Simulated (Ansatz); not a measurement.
# Mo with two functionals

Base system: Mo in the bcc (W type) structure (space group Im-3m, No. 229; a = 3.161 Å).

(Cell as relaxed with PBE.)

Levels (all Ansatz, a program for electronic structure, PAW): PBE (420 eV, without spin-orbit coupling); r2SCAN (500 eV, no SOC).

Each level relaxes its own structure.

| quantity | PBE | r2SCAN |
|---|---|---|
| volume per atom | 15.79 Å³ | ___ |
| lattice parameter a | 3.161 Å | ___ |
| band gap | zero | ___ |

**Question.** What does r2SCAN give?

**Answer.** 
- volume per atom, r2SCAN: 15.64 Å³
- lattice parameter a, r2SCAN: 3.151 Å
- band gap, r2SCAN: zero

PBE's volume per atom lies 0.15 Å³ above r2SCAN's (1.0 %); PBE's lattice parameter a lies 0.010 Å above r2SCAN's (0.3 %); the two agree on the band gap. Neither level is exact; r2SCAN is the comparison here, not a measurement.

No phonon test of stability was made. All final runs are without spin polarisation.
